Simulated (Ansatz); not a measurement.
This Ansatz (a first-principles code) input is the reference run, GaN in the wurtzite structure (space group P6_3mc, No. 186), computed with PBEsol in Ansatz (plane waves to 420 eV, PAW, no spin-orbit coupling):

Ansatz 0.2 input:
```yaml
crystal:
  lattice:
    - [3.1825758609, 0, 0]
    - [-1.5912879304, 2.756191545, 0]
    - [0, 0, 5.1854317851]
  atoms:
    - { symbol: Ga, position: [0.3333333333, 0.6666666667, 0.0001938098] }
    - { symbol: Ga, position: [0.6666666667, 0.3333333333, 0.5001938098] }
    - { symbol: N, position: [0.3333333333, 0.6666666667, 0.3768061902] }
    - { symbol: N, position: [0.6666666667, 0.3333333333, 0.8768061902] }
basis: { ecutwfc: 420, ecutrho_ratio: 4, xc_grid: 2, fft_grid_basis: typed }
kpoints: { mp_grid: { grid: [12, 12, 7] } }
hamiltonian:
  xc: pbesol
  dispersion: none
  pseudopotentials: { kind: paw }
scf: { occupations: { method: fermi_dirac, width: 0.05 }, convergence: { dr2_threshold: 0.0000000004 } }
output: { forces: true, stress: true }
checkpoint: { write: state.ck, write_every: 1000 }
```

Write the input for this change: every lattice vector is stretched by 3.00 %, atoms relaxed at fixed cell.


Ansatz 0.2 input:
```yaml
crystal:
  lattice:
    - [3.2780531367, 0, 0]
    - [-1.6390265683, 2.8388772914, 0]
    - [0, 0, 5.3409947387]
  atoms:
    - { symbol: Ga, position: [0.3333333333, 0.6666666667, 0.0001938098] }
    - { symbol: Ga, position: [0.6666666667, 0.3333333333, 0.5001938098] }
    - { symbol: N, position: [0.3333333333, 0.6666666667, 0.3768061902] }
    - { symbol: N, position: [0.6666666667, 0.3333333333, 0.8768061902] }
basis: { ecutwfc: 420, ecutrho_ratio: 4, xc_grid: 2, fft_grid_basis: typed }
kpoints: { mp_grid: { grid: [12, 12, 7] } }
hamiltonian:
  xc: pbesol
  dispersion: none
  pseudopotentials: { kind: paw }
scf: { occupations: { method: fermi_dirac, width: 0.05 }, convergence: { dr2_threshold: 0.0000000004 } }
relax: { f_tol: 0.005, max_steps: 50 }
output: { forces: true, stress: true }
checkpoint: { write: state.ck, write_every: 1000 }
```
This is the input that was run.

The cells carry an imposed strain or load. Whether these cells are dynamically stable was not tested.
